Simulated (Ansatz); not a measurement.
# Hypothetical cubic perovskite MnTlBr3: response to strain

Consider MnTlBr3 in the cubic perovskite structure (space group Pm-3m, No. 221; ferromagnetic; a hypothetical phase, not in the database extracts checked).

```yaml
crystal:
  lattice:
    - [5.35154, 0.00000, 0.00000]
    - [0.00000, 5.35154, 0.00000]
    - [0.00000, 0.00000, 5.35154]
  atoms:
    - { symbol: Tl, position: [0.00000, 0.00000, 0.00000] }
    - { symbol: Mn, position: [0.50000, 0.50000, 0.50000] }
    - { symbol: Br, position: [0.00000, 0.50000, 0.50000] }
    - { symbol: Br, position: [0.50000, 0.50000, 0.00000] }
    - { symbol: Br, position: [0.50000, 0.00000, 0.50000] }
```

Cartesian axes are those of the cell as printed.

Strains are applied to the cell and any free atomic positions relax; under biaxial strain the out-of-plane vector relaxes too.

Computed with PBE (Ansatz, a quantum-chemistry and plane-wave program, PAW, without spin-orbit coupling).

```json
[
 {"case": "base", "shortest interatomic distance": "2.676 Å", "largest site moment": "4.43 μB", "pressure": "-0.01 GPa"},
 {"case": "biaxial strain −0.93 %, plane normal [001], relaxed out of plane", "shortest interatomic distance": "2.651 Å", "largest site moment": "4.41 μB", "pressure": "0.33 GPa"},
 {"case": "isotropic strain −3.18 %", "shortest interatomic distance": "2.591 Å", "largest site moment": "4.34 μB", "pressure": "3.4 GPa"},
 {"case": "isotropic strain +4.80 %", "shortest interatomic distance": "2.804 Å", "largest site moment": "4.54 μB", "pressure": "-2.9 GPa"},
 {"case": "isotropic strain +5.38 %", "shortest interatomic distance": "2.820 Å", "largest site moment": "4.55 μB", "pressure": "-3.1 GPa"},
 {"case": "uniaxial strain ε_yy = +1.54 %", "shortest interatomic distance": "2.676 Å", "largest site moment": "4.44 μB", "pressure": "[?]"},
 {"case": "tensor shear ε_yz = +2.85 %", "shortest interatomic distance": "2.676 Å", "largest site moment": "4.43 μB", "pressure": "0.0 GPa"}
]
```

### Question
Some entries are withheld; estimate them.

### Answer

- uniaxial strain ε_yy = +1.54 %, pressure: -0.4 GPa

No phonon test of stability was made. No Hubbard U is applied and the magnetic state is the run's own (MnTlBr3 ferromagnetic); small cells can't hold the antiferromagnetic order that many such compounds have, so gaps and moments can be off. Many cubic perovskites are stable only at high temperature; tilts and polar distortions were not tested.
